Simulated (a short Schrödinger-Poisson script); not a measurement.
Stack: symmetric double-gate stack, Al2O3 on p-type Si(100), at 300 K.

| layer | material | thickness (nm) | Na (cm⁻³) |
|---|---|---|---|
| 1 | Al2O3 | 5.3 | - |
| 2 | Si | 20 | 6e17 |
| 3 | Al2O3 | 5.3 | - |

The device is made up for the run: typed textbook-type constants, with dimensions and the other settings drawn at random. Al2O3: permittivity 9, conduction-band edge (eV) 2.7, gap (eV) 6.8, electron mass (mₑ) 0.3. Si: permittivity 11.7, conduction-band edge (eV) 0, gap (eV) 1.124, Nv at 300 K (cm⁻³) 3.1e19.

Channel valleys (confinement mass, in-plane density-of-states mass, number): Δ2 0.916, 0.19, 2; Δ4 0.19, 0.417, 4. At the gates, both at one voltage, the conduction-band edge of layer 1 lies 2.77 eV − eVg above the Fermi level of the channel. Gaps are held at their typed values at every temperature. Mesh 0.03 nm at interfaces.

From a short Schrödinger-Poisson script (our own, NumPy): 1D Poisson equation in equilibrium, electrons quantum, Hartree (BenDaniel-Duke, 12 states a valley, the channel's in-plane mass for all, wave functions ending at the dielectric), parabolic valleys, classical holes, full ionisation, no traps, pinning or gate leakage.

**Question.** List the lowest subbands of each valley and their electrons at Vg = 1.5 V.

**Answer.** 
```csv
valley,subband,energy from the Fermi level (meV),electrons (cm⁻²),share (%)
Δ2,0,-37.6,6.82e12,32.8
Δ2,1,-37.6,6.82e12,32.8
Δ2,2,51.7,5.20e11,2.5
Δ4,0,48.3,2.59e12,12.4
Δ4,1,48.6,2.56e12,12.3
Δ4,2,102.7,3.36e11,1.6
```

All electrons: 2.08e13 cm⁻².
